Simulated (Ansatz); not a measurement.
A user runs Ansatz (a first-principles code) on LaFeSb₂ (P4/nmm, 8 atoms in the cell) and asks whether the run is sound. The aim is a self-consistent single point with DFT, LDA (PW92), plane waves, PAW files made with PBE.

Cell that was meant: a = 4.4061 Å, b = 4.4061 Å, c = 10.2375 Å, α = 90.00°, β = 90.00°, γ = 90.00°.

Part of the input:

Ansatz 0.2 input:
```yaml
    - { symbol: Sb, position: [0.00000000, 0.00000000, 0.00000000] }
    - { symbol: Sb, position: [0.00000000, 0.50000000, 0.37262000] }
    - { symbol: Sb, position: [0.50000000, 0.00000000, 0.62738000] }
basis:
  ecutwfc: 30
kpoints:
  mp_grid: { grid: [7, 7, 3] }
hamiltonian:
```

The program printed (abridged):

```
   [... lines left out ...]
PAW frozen core: Sb, regenerated for the run's functional, and the local potential with it
Initial density: superposition of atomic densities (chi_scale 0.1, normalization cell, long waves kept (reshape's long-wave potential 0.11 eV rms))
Initial wavefunctions: pseudopotential atomic-orbital guess
Eigensolver: davidson
Functional: x = slater, c = lda
SCF iter   1: F=—  HF=-43608.661716 eV  |F-HF|=—  |Δ(HF+E_count)|=         —  Δρ=1.44e0  dr2=5.62e3  ethr=3.10e-3  ⟨swp⟩=1.0  Hψ=1466  notcnv=0
all-band conjugate gradients solve this SCF's bands
preconditioner: auto → LDOS
SCF iter   2: F=—  HF=-39946.079214 eV  |F-HF|=—  |Δ(HF+E_count)|=    3.66e3  S|Δr|=    0.00e0  Δρ=2.35e-1  dr2=7.08e2  ethr=3.10e-3  ⟨swp⟩=2.0  Hψ=2871  notcnv=0  defer=4
   [... lines left out ...]
SCF iter   8: F=—  HF=-39510.107664 eV  |F-HF|=—  |Δ(HF+E_count)|=   1.13e-3  S|Δr|=    0.00e0  Δρ=1.58e-4  dr2=8.87e-5  ethr=2.24e-6  ⟨swp⟩=2.4  Hψ=1733  notcnv=0  defer=5
SCF iter   9: F=—  HF=-39510.107612 eV  |F-HF|=—  |Δ(HF+E_count)|=   5.13e-5  S|Δr|=    0.00e0  Δρ=3.44e-5  dr2=5.15e-6  ethr=7.78e-8  ⟨swp⟩=3.4  Hψ=2242  notcnv=0  defer=5
SCF iter  10: F=-39510.107610 eV  HF=-39510.107610 eV  |F-HF|=4.54e-8  |Δ(HF+E_count)|=   2.65e-6  S|Δr|=    0.00e0  Δρ=3.79e-6  dr2=6.30e-8  ethr=8.77e-11  ⟨swp⟩=8.1  Hψ=6965  notcnv=0
SCF 1 converged in 10 iterations: F = -39510.107610 eV  dr2 = 6.30e-8
Stability not checked (fill_not_monotonic)
Free energy (F): -39510.107610 eV
Internal energy: -39510.107459 eV  (E = F + TS)
E sigma→0 (E₀):  -39510.107572 eV
Entropy (-TS):   -0.000150 eV (-0.019 meV/atom)
Fermi energy:    44.381233 eV
--- Forces (eV/Å), atoms counted from 1 ---
  atom   1  La     0.00000000     0.00000000   106.54497453
  atom   2  La     0.00000000     0.00000000  -106.54497453
  atom   3  Fe     0.00000000     0.00000000     0.00000000
   [... lines left out ...]
--- Stress (GPa, compression-positive) ---
    -1665.272944       0.000000       0.000000
        0.000000   -1665.272944       0.000000
        0.000000       0.000000   -2574.516202
  P = ⅓ Tr σ = -1968.3540 GPa (-19683.540 kbar)
  The stress holds no Pulay correction (an occupied level lies too near the plane-wave cutoff): it is that at fixed plane waves, as pw.x and ABINIT print it
```

Q: Can these results be used? Check the input.

A: The run is not sound. The fault is this: a cutoff meant in Ry typed as a bare number, read as eV. A bare number is read in the key's own unit, and eV, Ry (13.6 eV) and Ha (27.2 eV) lie far apart, so the setting ends up far from the one that was meant. To fix it, convert the value to the unit that the key expects. The run converged in 10 iterations without an error; against the sound input the free energy rises by 854 eV/atom, the pressure goes from -7.00 to -1968 GPa and the largest force goes from 0.523 to 469.9 eV/Å.

An input that runs soundly differs in these lines (not the only fix; some lines may just follow from the change or write a value another way):
```diff
-basis:
-  ecutwfc: 30
```

With that input, the run converged in 11 iterations: free energy E − TS (on the zero of these files) -46340.6285 eV; Fermi level (on the code's own zero) 12.13 eV; pressure -7.00 GPa; largest force (vector length) 0.523 eV/Å (DFT, LDA (PW92), plane waves, PAW files made with PBE).

On the sound input: the starting cell comes from a database of computed structures (which also holds hypothetical and non-ambient phases and stackings), without a prior relaxation at this level. Its lattice was rescaled by a random factor within 2.5 % of one. Spin-orbit coupling is off. Spin polarisation is off. With a pressure of about -7 GPa the cell is away from its equilibrium volume at this level. Ansatz's pressure includes its estimate of the finite-basis (Pulay) stress.
